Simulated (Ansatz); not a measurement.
Si (Fd-3m), r2SCAN with spin-orbit coupling, rigid bands (Ansatz, a first-principles code): Condition of this run: hydrostatic pressure 5 GPa (the target of the relaxation). band gap 0.67 eV, N_c = 3.00e19 cm⁻³ and N_v = 2.09e19 cm⁻³ at 300 K, conductivity masses of 0.278 mₑ (electrons) and 0.346 mₑ (holes). Take k_BT = 0.02585 eV.

Task: Find the intrinsic carrier density and the intrinsic Fermi level.

Result: n_i = √(N_c N_v) exp(−E_g/2k_BT) = 2.50e19 × exp(−12.96) = 5.9e13 cm⁻³. The level lies (k_BT/2) ln(N_v/N_c) = -5 meV from mid-gap (positive towards the conduction band). Each 0.1 eV added to the gap lowers n_i by a factor of 6.9.

Task: What built-in voltage has an abrupt junction with N_A = 1e16 and N_D = 1e18 cm⁻³, all dopants ionised?

Result: V_bi = E_g/e − (k_BT/e) ln(N_c N_v/(N_A N_D)) = 0.67 − 0.02585 × 11.05 = 0.38 V. It follows the computed gap one for one.

Task: What thermal injection velocity √(2k_BT/πm) limits a ballistic channel?

Result: 1.02e7 cm/s for electrons and 9.15e6 cm/s for holes, a ratio of √(m_h/m_e) = 1.12, for dilute carriers.

Rigid, parabolic bands with the computed gap; masses take one relaxation time for all states.
